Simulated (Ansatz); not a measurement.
## What pressure 15 GPa does to PbTe

Take PbTe in the rock salt structure (space group Fm-3m, No. 225; a = 6.442 Å) as the base.

Perturbation: a hydrostatic pressure of 15 GPa.

All numbers come from PBEsol (Ansatz, a quantum-chemistry and plane-wave program, PAW, scalar-relativistic without spin-orbit coupling). k-mesh 9×9×9 (Γ-centred); smearing 0.05 eV (Fermi–Dirac).

```csv
quantity,base,changed,shift
volume per atom,33.42 Å³,27.13 Å³,-6.29 Å³
density,8.32 g/cm³,10.25 g/cm³,+1.93 g/cm³
lattice parameter a,644.2 pm,600.9 pm,-43.3 pm
shortest interatomic distance,322.1 pm,300.5 pm,-21.6 pm
band gap,0.65 eV,zero,–
"valley order (the lowest conduction-band minima on the path, energy above the VBM, named in the base's zone)","L along ⟨111⟩ 0.65 eV; a point along ⟨110⟩, about 0.6 Å⁻¹ from Γ 1.25 eV; a point along ⟨100⟩, about 0.3 Å⁻¹ from Γ 1.70 eV","L along ⟨111⟩ 0.05 eV; a point along ⟨110⟩, about 0.5 Å⁻¹ from Γ 0.86 eV; a point along ⟨100⟩, about 0.3 Å⁻¹ from Γ 1.38 eV",–
```

With Pb and Te present, leaving out spin-orbit coupling can change the band edges. Load acts through the strain it causes; cell and atoms are relaxed under it. No phonon test of stability was made. No other phases were tried under pressure. All final runs are without spin polarisation. Gaps under 0.05 eV, about the width of the smearing, are given as zero. The zero or small gap of PbTe under pressure 15 GPa can change with the level of theory.
